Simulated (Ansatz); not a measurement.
L1₂ (Cu3Au-type) Pt3Ti: PBE at its full settings (plane-wave cutoff 520 eV, 14×14×14 k mesh, Fermi–Dirac smearing 0.05 eV, no spin polarisation, scalar-relativistic PAW data made under PBE) and at cheaper ones, in a cell of 4 atoms with Γ-centred meshes.

| level and setting | equilibrium lattice constant a (Å) | bulk modulus B0 (GPa) |
|---|---|---|
| PBE (Ansatz) | 3.948 | 235 |
| PBE (300 eV cutoff) (Ansatz) | 3.944 | 238 |
| PBE (Γ point alone) (Ansatz) | ___ | ___ |
| PBE (2×2×2 k mesh) (Ansatz) | 3.954 | 232 |
| PBE (4×4×4 k mesh) (Ansatz) | 3.946 | 237 |
| PBE (6×6×6 k mesh) (Ansatz) | 3.948 | 235 |
| PBE (Fermi-Dirac smearing of 0.3 eV) (Ansatz) | 3.954 | 227 |

Question: Estimate the withheld entries.

Answer: 
- PBE (Γ point alone) (Ansatz, an electronic-structure program), equilibrium lattice constant a (Å): 4.343
- PBE (Γ point alone) (Ansatz), bulk modulus B0 (GPa): 85.7

Largest shifts from the full settings: lattice constant a +10.0 % (PBE (Γ point alone)), against a difference of +0.82 % of the full result from the reference 3.916 Å (measured, temperature not stated, no zero-point or thermal correction; as tabulated in Molecular Dynamics Simulations of PtTi High-Temperature Shape Memory Alloys …); bulk modulus -64 % (PBE (Γ point alone)).

The full settings aren't shown to be converged themselves.

Ansatz's density-functional and Hartree–Fock values are scalar-relativistic unless marked +SOC, with PAW data made under PBE.

Run with cheap settings on purpose, which may leave them unconverged: PBE (2×2×2 k mesh), PBE (300 eV cutoff), PBE (4×4×4 k mesh), PBE (6×6×6 k mesh), PBE (Fermi-Dirac smearing of 0.3 eV), PBE (Γ point alone).
